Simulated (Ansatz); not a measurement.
Several settings converged on Zn₇Mo (I4mm, 8 atoms in the cell)

```yaml
crystal:
  lattice:
    - [0.00000, 3.87310, 3.87310]
    - [3.87310, 0.00000, 3.87310]
    - [3.87310, 3.87310, 0.00000]
  atoms:
    - { symbol: Zn, position: [0.00000, 0.00000, 0.50000] }
    - { symbol: Zn, position: [0.50000, 0.50000, 0.00000] }
    - { symbol: Zn, position: [0.50000, 0.00000, 0.00000] }
    - { symbol: Zn, position: [0.00000, 0.50000, 0.50000] }
    - { symbol: Zn, position: [0.00000, 0.50000, 0.00000] }
    - { symbol: Zn, position: [0.50000, 0.00000, 0.50000] }
    - { symbol: Zn, position: [0.50645, 0.50645, 0.49355] }
    - { symbol: Mo, position: [0.00000, 0.00000, 0.00000] }
```

Base method: PBEsol, default PAW files made with PBE (plane waves; Ansatz, an electronic-structure program).

Base settings: basis.ecutwfc = 420 eV; kpoints.mp_grid.grid = 3 3 3; hamiltonian.xc = pbesol; hamiltonian.pseudopotentials = {kind: paw} (the program's default PAW files); scf.occupations.method = fermi_dirac; scf.occupations.width = 0.1 eV.

The count of work is k-points × plane waves × bands × iterations; it is no time. 

**The cutoff for other potential files**

Level: DFT, PBEsol, plane waves, harder PAW files (source: ansatz) made with PBE.

In this ladder: hamiltonian.pseudopotentials = {kind: paw, source: ansatz}.

The second cell is the first with its lattice scaled by 0.98.

The mesh stays at the base's, so the ladder's end is converged at best in this setting alone.

The first pressure column holds Ansatz's estimate of the finite-basis (Pulay) stress, which hides part of the cutoff error; the other is without it.

Only quantities that move along the ladder and can be compared are tabulated.

```csv
basis.ecutwfc,free energy less the last step's (meV/atom),energy of the compressed cell less the first (meV/atom),pressure (GPa),pressure without the Pulay estimate (GPa),largest difference of a force vector from the last step's (eV/Å),count of work / last
295 eV,24448.81,-544.19,6.27,-1346.27,0.398,0.11
365 eV,3878.62,90.29,-3.60,-280.56,0.004,0.15
460 eV,257.66,9.49,-2.40,-29.76,0.011,0.21
560 eV,7.26,4.15,-2.77,-3.99,0.000,0.28
660 eV,0.48,3.77,-2.77,-2.77,0.000,0.35
790 eV,0.33,3.77,-2.77,-2.77,0.000,0.47
990 eV,0.13,3.77,-2.77,-2.78,0.000,0.64
1320 eV,0.00,3.77,-2.77,-2.77,0.000,1.0
```

Coarsest basis.ecutwfc that holds the energy of the compressed cell less the first within 0.5 meV/atom of the last step, with all finer ones: 560 eV, at 0.28 of the last step's count of work; the step before is off by 5.7 meV/atom.

Coarsest basis.ecutwfc that holds the pressure without the Pulay estimate within 0.1 GPa of the last step, with all finer ones: 660 eV, at 0.35 of the last step's count of work; the step before is off by 1.2 GPa.

Coarsest basis.ecutwfc that holds the forces within 0.01 eV/Å of the last step, with all finer ones: 560 eV, at 0.28 of the last step's count of work; the step before is off by 0.011 eV/Å.

The energy difference between the two cells stays within 1 meV/atom of the last step's from 560 eV on, the total only from 660 eV on: much of the error is common to both cells and cancels.

At the lowest cutoff the pressure without the Pulay estimate lies 1340 GPa under the last step's, the usual sign of Pulay stress in an incomplete plane-wave basis.

**The density cutoff**

The second cell is the first with its lattice scaled by 0.98.

The mesh stays at the base's, so the ladder's end is converged at best in this setting alone.

Only quantities that move along the ladder and can be compared are tabulated.

| basis.ecutrho_ratio | free energy less the last step's (meV/atom) | energy of the compressed cell less the first (meV/atom) | pressure (GPa) | largest difference of a force vector from the last step's (eV/Å) |
|---|---|---|---|---|
| 2 | -10.64 | 2.52 | -2.08 | 0.008 |
| 3 | -0.17 | 3.67 | -2.79 | 0.000 |
| 4 | 0.00 | 3.64 | -2.80 | 0.000 |
| 5 | 0.00 | 3.64 | -2.80 | 0.000 |
| 6 | 0.00 | 3.64 | -2.80 | 0.000 |
| 8 | 0.00 | 3.64 | -2.80 | 0.000 |
| 10 | 0.00 | 3.64 | -2.80 | 0.000 |
| 12 | 0.00 | 3.64 | -2.80 | 0.000 |
| 16 | 0.00 | 3.64 | -2.80 | 0.000 |

Coarsest basis.ecutrho_ratio that holds the free energy within 1 meV/atom of the last step, with all finer ones: 3; the step before is off by 11 meV/atom.

Coarsest basis.ecutrho_ratio that holds the energy of the compressed cell less the first within 1 meV/atom of the last step, with all finer ones: 3; the step before is off by 1.1 meV/atom.

Coarsest basis.ecutrho_ratio that holds the pressure within 0.5 GPa of the last step, with all finer ones: 3; the step before is off by 0.72 GPa.

**The relaxed cell against the cutoff**

On Zn₇Mo (Fm-3m, 8 atoms in the cell): atoms on their sites.

In this ladder: relax = cell and atoms.

The mesh stays at the base's, so the ladder's end is converged at best in this setting alone.

Only quantities that move along the ladder and can be compared are tabulated.

```tsv
basis.ecutwfc	relaxed volume (Å³/atom)	relaxation steps
295 eV	14.266	12
355 eV	14.178	6
420 eV	14.163	4
505 eV	14.164	4
630 eV	14.164	4
840 eV	14.164	4
```

Coarsest basis.ecutwfc that holds the relaxed volume within 0.028 Å³/atom of the last step, with all finer ones: 355 eV; the step before is off by 0.10 Å³/atom.

At the lowest cutoff the cell relaxes to a volume 0.7 % larger than at the highest. Ansatz relaxes on a stress corrected for the finite basis.

On the base run: the starting cell comes from a database of computed structures (which also holds hypothetical and non-ambient phases and stackings), without a prior relaxation at this level. Its lattice was rescaled by up to half a per cent. One atom was moved a little off its site on purpose. Spin polarisation is off. Without a gap this mesh is coarse (it stands for a supercell whose shortest vector is 16 Å).

Left out of this page: 2 runs of the series failed or unconverged.

Keys are those of Ansatz 0.2.
